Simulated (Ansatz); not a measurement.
# PbS under a change: H interstitial (started 2.60 Å from the nearest host atom), symmetric start

The reference is an 8-atom supercell of PbS in the rock salt structure (space group Fm-3m, No. 225; a = 6.009 Å) at its relaxed geometry.

The change: one H atom is added in an open site, starting 2.60 Å from the nearest host atom, atoms relaxed at fixed cell.

Method: Kohn–Sham DFT with the PBE functional, run in Ansatz (an electronic-structure program) with PAW and 420 eV plane waves, scalar-relativistic without spin-orbit coupling, earlier PAW set. Settings: 4×4×4 k-points, 0.01 eV Fermi–Dirac smearing.

```csv
quantity,base,changed,shift
largest displacement of a host atom from its site in the perfect cell,–,0.10 Å,–
```

The magnetic state is the one reached from the starting moments; the real material's order can differ, and small cells can't hold many antiferromagnetic ones. The cell is small, so the values are those of an ordered compound at a high defect concentration; dilute-limit values will differ. The defect started on the symmetric site and kept its symmetry, so it may sit on a saddle. The defect cell is spin-polarised and ends with 1.0 μB.
